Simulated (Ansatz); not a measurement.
Take ZnO in the wurtzite structure (space group P6_3mc, No. 186; a = 3.230 Å, c = 5.215 Å) as the base.

The change: a fraction x = 0.75 of the O sites is given to S, ordered in a cell of 8 atoms (starting symmetry P3m1) and fully relaxed.

The other end (x = 1) is ZnS in the wurtzite structure (space group P6_3mc, No. 186): 19.23 Å³/atom, gap 2.15 eV.

Levels (all Ansatz, a program for electronic structure, PAW): PBEsol (420 eV, no SOC); PBEsol+SOC (420 eV, spin-orbit coupling included).

The geometry is relaxed with PBEsol.

| Quantity | Value |
|---|---|
| PBEsol band gap | 0.74 eV |
| PBEsol valence-band top at Γ | 0.00, 0.00, -0.32 eV |
| PBEsol electron mass | 0.12 mₑ along c, 0.20 mₑ across (at Γ) |
| PBEsol pressure | 0.00 GPa |

### Question
How does going to PBEsol+SOC change the band gap, valence-band top at Γ, electron mass and pressure?

### Answer
The band gap drops by 0.02 eV (0.74 eV → 0.72 eV); the valence-band top at Γ (three highest Kramers pairs, from the VBM) changes from 0.00, 0.00, -0.32 eV to 0.00, -0.04, -0.32 eV; the electron mass remains 0.12 mₑ along c, 0.20 mₑ across (at Γ); the pressure hardly moves (0.00 GPa against -0.01 GPa).

Single points use the geometry relaxed with PBEsol. Differences between runs with and without spin-orbit coupling are approximate. Each cell is one ordered arrangement of few atoms, which overstates ordering effects compared with a random alloy. Effective masses come from finite differences of ±0.01 Å⁻¹. Whether these cells are dynamically stable was not tested.
